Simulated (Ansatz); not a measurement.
Where the default PAW files enter, the runs use the earlier of Ansatz's two default sets.

Tunnelling through a barrier is set by its complex band structure: the current falls as exp(−2κd) with the smallest κ.

Here is the system:

```
CELL_PARAMETERS angstrom
      3.80895     0.00000     0.00000
     -1.90448     3.29865     0.00000
      0.00000     0.00000    12.45260
ATOMIC_POSITIONS crystal
  Zn 0.66667 0.33333 0.74993
  Zn 0.33333 0.66667 0.24993
  Zn 0.00000 0.00000 0.50000
  Zn 0.00000 0.00000 0.00000
  S  0.66667 0.33333 0.93773
  S  0.33333 0.66667 0.43773
  S  0.00000 0.00000 0.68734
  S  0.00000 0.00000 0.18734
```

Space group of this cell: P6_3mc. The cell is taken as given.

Transport runs along the normal of the first two printed cell vectors, the (001) plane of the conventional cell.

The gap is the functional's own, uncorrected, and κ follows it; spin-orbit coupling is left out. Mid-gap means the computed energy nearest the middle.

State the band gap and the smallest decay constant κ at mid-gap according to r2SCAN (Ansatz, a first-principles code).

Gap 2.75 eV on a 12×12×4 mesh; κ = 0.175 1/Å, at the zone centre.
